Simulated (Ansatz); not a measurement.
Cell and atoms of amorphous Si₂₀B₁₀N₃₀:

```
CELL_PARAMETERS angstrom
      9.30561    -0.15660    -0.24873
     -0.15660     9.31097     0.26841
     -0.24873     0.26841     8.72081
ATOMIC_POSITIONS crystal
  Si 0.85382 0.96617 0.94700
  Si 0.93771 0.72031 0.41788
  Si 0.80033 0.17374 0.43748
  Si 0.09330 0.49343 0.95403
  Si 0.42883 0.62668 0.97123
  Si 0.35135 0.40659 0.16406
  Si 0.46058 0.15983 0.96873
  Si 0.08889 0.18166 0.32523
  Si 0.06613 0.79925 0.75549
  Si 0.56302 0.87828 0.08460
  Si 0.67380 0.49330 0.23683
  Si 0.70835 0.49728 0.87351
  Si 0.91156 0.54010 0.68977
  Si 0.16206 0.16755 0.05162
  Si 0.51048 0.39367 0.74675
  Si 0.93965 0.57271 0.14680
  Si 0.72960 0.80643 0.76255
  Si 0.72366 0.84416 0.43373
  Si 0.24413 0.91335 0.47805
  Si 0.29239 0.90744 0.85229
  B  0.56013 0.18456 0.20069
  B  0.49821 0.67591 0.33210
  B  0.60324 0.27874 0.49147
  B  0.92373 0.44957 0.35842
  B  0.69639 0.18676 0.76188
  B  0.97945 0.91590 0.14185
  B  0.99782 0.97454 0.49928
  B  0.47118 0.80234 0.59038
  B  0.45235 0.52088 0.56304
  B  0.91784 0.27030 0.87785
  N  0.75758 0.63124 0.73690
  N  0.62996 0.20960 0.34753
  N  0.85004 0.99769 0.43381
  N  0.06255 0.29806 0.94279
  N  0.47715 0.55217 0.22676
  N  0.35145 0.87225 0.66214
  N  0.54427 0.20796 0.80443
  N  0.75938 0.52856 0.06811
  N  0.48057 0.29523 0.10379
  N  0.56037 0.05896 0.11002
  N  0.90650 0.88252 0.78500
  N  0.39615 0.81161 0.99968
  N  0.71577 0.21826 0.60028
  N  0.06748 0.61155 0.78564
  N  0.27383 0.51391 0.01551
  N  0.51702 0.39038 0.53458
  N  0.97003 0.76399 0.21967
  N  0.68639 0.86746 0.94071
  N  0.28695 0.08675 0.93645
  N  0.05357 0.82588 0.54308
  N  0.94030 0.28641 0.36846
  N  0.85605 0.40057 0.80959
  N  0.06145 0.05155 0.17581
  N  0.59443 0.79651 0.27711
  N  0.62106 0.85894 0.59740
  N  0.12233 0.07050 0.49024
  N  0.45179 0.66529 0.49208
  N  0.94321 0.54045 0.49243
  N  0.22188 0.27233 0.21863
  N  0.82061 0.14506 0.87603
```

Methods: PBE, scalar-relativistic without spin-orbit coupling (Ansatz, a first-principles code); r2SCAN, scalar-relativistic without spin-orbit coupling (Ansatz); HSE06, scalar-relativistic without spin-orbit coupling (Ansatz). Neutral PBE cell, which sets geometry, pressure and energy: sampling: a 2×2×2 Γ-centred mesh; Fermi-Dirac width 0.02 eV; no spin polarisation. The usual formal charges leave 20 electrons over, so the level spacing at the Fermi energy parts defect or band states and needn't be the band gap. Exact exchange is cut at the faces of this 9 Å cell, which leaves hybrid gaps a finite-size error.

Preparation: random packing, a CHGNet melt and quench, and a DFT relaxation. N atoms were pushed apart under 1.9 Å during the dynamics, to hinder bonds among them. The hot cell started wider than the set density and was brought back towards it in steps. It is the lowest in DFT energy of 2 quenches. It is a model cell: composition and starting density were chosen by hand, and all elements were melted together. No dispersion term was used. Its density started from a set value of 2.40 and ended at 2.40 g/cm³. Cooling (nominally 760 K/ps over its main leg) ran many orders faster than in experiment, which tends to leave more defects and strain. One small periodic cell is one sample of the glass; other quenches scatter about these values. The volume was held where the preparation left it and the shape relaxed. Cycles of charging lowered its energy after that relaxation.

Q: Give the pressure, the energy against reference phases and the spacing of the highest filled and lowest empty levels.

A: 
```yaml
Pressure on a 2×2×2 Γ-centred mesh: -3.94 GPa
Largest force and stress component on that mesh (the relaxation ran on the zone centre alone): 0.34 eV/Å and 4.4 GPa
Energy relative to beta Si3N4 + bulk hexagonal BN (AA') + silicon (lowest mix at this level among the phases computed, not always the ambient ones): 485 meV/atom
Level spacing at the Fermi energy on a 2×2×2 Γ-centred mesh (PBE): 1.50 eV
Level spacing at the Fermi energy at the zone centre (PBE): 1.52 eV
Level spacing at the Fermi energy at the zone centre (r2SCAN): 1.78 eV
Level spacing at the Fermi energy at the zone centre (HSE06): 2.47 eV
Distance between the nearest levels spread over more than a fifth of the atoms or a third of the atoms of their main element (six at least) (PBE, zone centre): 1.52 eV
```

Q: At PBE and the zone centre, how localised are the states just below and above the Fermi level (participation number: the atoms over which a state spreads)?

A: The highest filled state is spread over 7.1 atoms' worth, largest on Si5, with weights by element (charge in smoothed Voronoi cells) Si 0.53, N 0.44, B 0.03. The lowest empty state is spread over 14.4 atoms' worth, largest on Si15, with weights by element (charge in smoothed Voronoi cells) Si 0.41, N 0.31, B 0.28.

Bonds are counted up to Si-Si 2.60 Å, Si-B 2.28 Å, Si-N 2.14 Å, B-B 1.97 Å, B-N 1.76 Å, N-N 1.70 Å. Two cations that share two anions don't count as bonded, nor two that share one unless they lie closer than Si-Si 2.38 Å, Si-B 2.09 Å, B-B 1.80 Å.

Added carriers, by PBE, scalar-relativistic without spin-orbit coupling in Ansatz on the zone centre alone. Charged cells keep the cell fixed and stand in a uniform background, with no image correction, at a width of 0.01 eV; where the count is odd the moment is locked at 1 μB, unless the neutral cell bore moments. Each starts from the undistorted neutral geometry alone. PBE's self-interaction favours spread-out carriers, so it can miss traps that a hybrid finds.

Q: What happens at PBE when the cell takes an extra electron and the atoms relax?

A: Relaxation lowers the charged cell by 0.61 eV. The largest moves are N32 0.45 Å, Si5 0.41 Å, N35 0.38 Å, Si11 0.34 Å. The level that holds the added charge spreads over 10.2 atoms' worth, most on Si15 (weight 0.24): a partly localised carrier. Bonds formed: Si11-B24, Si11-N32. Made neutral again at that geometry, the cell lies +0.36 eV from the neutral start (a closed shell was imposed there, with levels 0.54 eV apart, so this is an upper bound).

Q: What happens at PBE when the cell takes a hole and the atoms relax?

A: Relaxation lowers the charged cell by 0.56 eV. The largest moves are Si5 0.40 Å, N35 0.16 Å, N45 0.12 Å, Si6 0.11 Å. The level that was emptied spreads over 5.9 atoms' worth, most on Si5 (weight 0.38): a localised (trapped) carrier, which neighbours of that atom can share. Bonds formed: Si5-N35. Made neutral again at that geometry, the cell lies +0.66 eV from the neutral start (a closed shell was imposed there, with levels 0.36 eV apart, so this is an upper bound).

Ahead of the cycles of charging, a PBE run started with 1 μB on atoms that lack a bond or may hold spare charge lost its moments; other starts weren't tried.
